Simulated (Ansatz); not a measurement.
HfO2-1T monolayer, on its own PBE lattice.

```
CELL_PARAMETERS angstrom
      3.24211     0.00000     0.00000
     -1.62105     2.80775     0.00000
      0.00000     0.00000    20.40500
ATOMIC_POSITIONS crystal
  O  0.66667 0.33333 0.45229
  Hf 0.00000 0.00000 0.50000
  O  0.33333 0.66667 0.54771
```

Levels used, each named beside its values: PBE+D3(BJ) (plane waves to 420 eV, PAW; Ansatz, a program for electronic structure); r2SCAN (plane waves to 500 eV, PAW; Ansatz); PBE+D3(BJ) with spin-orbit coupling (plane waves to 420 eV, PAW; Ansatz); HSE06 (plane waves to 420 eV, PAW; Ansatz). Geometries and values that name no level are of the first. Values not marked SOC have no spin–orbit coupling; PBE gaps are too small against experiment. Its k-point mesh 12×12×1, Fermi–Dirac width 0.01 eV. HSE06 ran on meshes of its own (9×9×1); its edges and gaps are taken over the mesh and over extra points off it, mostly where PBE has its edges.

All levels ran on one geometry.

| level | mesh | gap (eV) |
|---|---|---|
| PBE | 12×12×1 | 4.84 |
| r2SCAN | 12×12×1 | 5.37 |
| HSE06 | 9×9×1 | 6.50 |
| PBE+SOC | 12×12×1 | 4.83 |
